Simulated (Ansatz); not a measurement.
GaAs (model structure, started from the BeO type, P4₂/mnm, No. 136, 8 atoms in the cell) was calculated with r²SCAN+rVV10 (Ansatz, an electronic-structure program, plane waves, PAW).

From the output:

```
Crystal: 8 atoms, lattice volume = 189.999 Å³
Basis set: ecut = 560 eV, 5751 PW (Γ), exchange–correlation on 162×162×96 points (27 copies of the dense FFT grid, shifted against one another)
Bands: 68, of which v1, the nominal top of the filled ones, is band 56 counted from 1 (55 counted from 0)
Symmetry: 16 space group operations
Space group: P42/mnm (ITA 136), of the structure as read, at distance tolerance 5.7e-5 Å
k-points: 60 of 360
Functional: x = r2scan, c = r2scan + rvv10(b = 11.95, C = 0.0093); τ floored in thin density (d = 2e-4 eV/Å³)
SCF iter   1: F=—  HF=-34612.471084 eV  |F-HF|=—  |Δ(HF+E_count)|=         —  Δρ=7.70e-3  dr2=4.26e-2  dr2_τ=1.73e-2
SCF iter   2: F=—  HF=-34612.517406 eV  |F-HF|=—  |Δ(HF+E_count)|=   4.63e-2  Δρ=2.17e-3  dr2=5.85e-3  dr2_τ=1.47e-4
  ...
SCF iter   8: F=—  HF=-34612.517893 eV  |F-HF|=—  |Δ(HF+E_count)|=   4.81e-8  Δρ=9.11e-7  dr2=1.79e-9  dr2_τ=2.67e-11
SCF iter   9: F=-34612.517893 eV  HF=-34612.517893 eV  |F-HF|=2.18e-11  |Δ(HF+E_count)|=  4.51e-10  Δρ=1.94e-7  dr2=7.99e-11  dr2_τ=1.01e-12
SCF 1 converged in 9 iterations: F = -34612.517893 eV  dr2 = 7.99e-11
SCF converged after 9 iterations
Free energy (F): -34612.517893 eV
Internal energy: -34612.517893 eV  (E = F + TS)
E sigma→0 (E₀):  -34612.517893 eV
Fermi energy:    7.793628 eV
--- Stress (GPa, compression-positive) ---
       -0.000507       0.000000       0.000000
        0.000000      -0.000507       0.000000
        0.000000       0.000000       0.000426
  P = ⅓ Tr σ = -0.0002 GPa (-0.002 kbar)
```

Problem. Write an input file that could have produced this run (the log leaves some choices open).

Solution. This is not unique; one that fits is 
Ansatz 0.2 input:
```yaml
crystal:
  lattice:
    - [6.8936236625, 0.0, 0.0]
    - [0.0, 6.8936236625, 0.0]
    - [0.0, 0.0, 3.9981164806]
  atoms:
    - { symbol: Ga, position: [0.3244018908, 0.6755981092, 0.0] }
    - { symbol: Ga, position: [0.6755981092, 0.3244018908, 0.0] }
    - { symbol: Ga, position: [0.8244018908, 0.8244018908, 0.5] }
    - { symbol: Ga, position: [0.1755981092, 0.1755981092, 0.5] }
    - { symbol: As, position: [0.3169019923, 0.3169019923, 0.0] }
    - { symbol: As, position: [0.6830980077, 0.6830980077, 0.0] }
    - { symbol: As, position: [0.1830980077, 0.8169019923, 0.5] }
    - { symbol: As, position: [0.8169019923, 0.1830980077, 0.5] }
basis:
  ecutwfc: 560
  ecutrho_ratio: 4
  xc_grid: 3
kpoints:
  mp_grid: { grid: [6, 6, 10] }
  band_path:
    path:
      - [0.0, 0.0, 0.0]
      - [0.0, 0.125, 0.0]
      - [0.0, 0.25, 0.0]
      - [0.0, 0.375, 0.0]
      - [0.0, 0.5, 0.0]
      - [0.125, 0.5, 0.0]
      - [0.25, 0.5, 0.0]
      - [0.375, 0.5, 0.0]
      - [0.5, 0.5, 0.0]
      - [0.416667, 0.416667, 0.0]
      - [0.333333, 0.333333, 0.0]
      - [0.25, 0.25, 0.0]
      - [0.166667, 0.166667, 0.0]
      - [0.083333, 0.083333, 0.0]
      - [0.0, 0.0, 0.071429]
      - [0.0, 0.0, 0.142857]
      - [0.0, 0.0, 0.214286]
      - [0.0, 0.0, 0.285714]
      - [0.0, 0.0, 0.357143]
      - [0.0, 0.0, 0.428571]
      - [0.0, 0.0, 0.5]
      - [0.0, 0.125, 0.5]
      - [0.0, 0.25, 0.5]
      - [0.0, 0.375, 0.5]
      - [0.0, 0.5, 0.5]
      - [0.125, 0.5, 0.5]
      - [0.25, 0.5, 0.5]
      - [0.375, 0.5, 0.5]
      - [0.5, 0.5, 0.5]
      - [0.416667, 0.416667, 0.5]
      - [0.333333, 0.333333, 0.5]
      - [0.25, 0.25, 0.5]
      - [0.166667, 0.166667, 0.5]
      - [0.083333, 0.083333, 0.5]
      - [0.0, 0.5, 0.071429]
      - [0.0, 0.5, 0.142857]
      - [0.0, 0.5, 0.214286]
      - [0.0, 0.5, 0.285714]
      - [0.0, 0.5, 0.357143]
      - [0.0, 0.5, 0.428571]
      - [0.5, 0.5, 0.071429]
      - [0.5, 0.5, 0.142857]
      - [0.5, 0.5, 0.214286]
      - [0.5, 0.5, 0.285714]
      - [0.5, 0.5, 0.357143]
      - [0.5, 0.5, 0.428571]
    npoints: 1
hamiltonian:
  xc: r2scan
  dispersion: rvv10
  pseudopotentials: { kind: paw }
scf:
  occupations: { method: fermi_dirac, width: 0.01 }
  convergence: { dr2_threshold: 0.0000000008 }
output:
  forces: true
  stress: true
  eigenvalues: true
  write_bands: true
```

The PAW data were made under PBE.

Note: the relaxation could raise the start's symmetry but not lower it, so the cell can be a saddle point.

A model structure was made by putting elements into a prototype or built by hand; it is no filed structure, need not be a known phase, and can be a saddle point held by its symmetry.
